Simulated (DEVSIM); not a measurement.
System: Si p-i-n diode, at 300 K.

```
layer (left to right)  material  thickness (μm)  Nd (cm⁻³)  Na (cm⁻³)  τn (s)  τp (s)
---------------------  --------  --------------  ---------  ---------  ------  ------
1                            Si           0.120          -     7.9e18  2.1e-7  2.1e-7
2                            Si           0.210     5.2e12          -  2.1e-7  2.1e-7
3                            Si            2.30     1.5e18          -  2.1e-7  2.1e-7
```

Left contact: ohmic. Right contact: ohmic. Voltage is applied to the left contact. Recombination: SRH at mid-gap, radiative, Auger. Mobility is constant in doping.

Constants are typed, rounded textbook-type inputs, not results; the design itself was drawn at random and stands for no fabricated device. Values at 300 K.

```
parameter           Si
-------------  -------
gap (eV)         1.124
affinity (eV)     4.05
permittivity      11.7
Nc (cm⁻³)      2.86e19
Nv (cm⁻³)       3.1e19
μn (cm²/Vs)       1417
μp (cm²/Vs)        470
B (cm³/s)      4.7e-15
Cn (cm⁶/s)     2.8e-31
Cp (cm⁶/s)     9.9e-32
```

DEVSIM, 1D drift-diffusion, Boltzmann statistics, complete ionisation; no tunnelling, impact ionisation, image-force lowering or self-heating.

Question: Give the dark reverse current.

Answer: 
```
V (V)  J (A/cm²)
-----  ---------
-0.20    -1.8e-8
-0.50    -3.3e-8
-1.00    -4.7e-8
-1.50    -5.5e-8
-2.00    -6.1e-8
-3.00    -6.8e-8
```
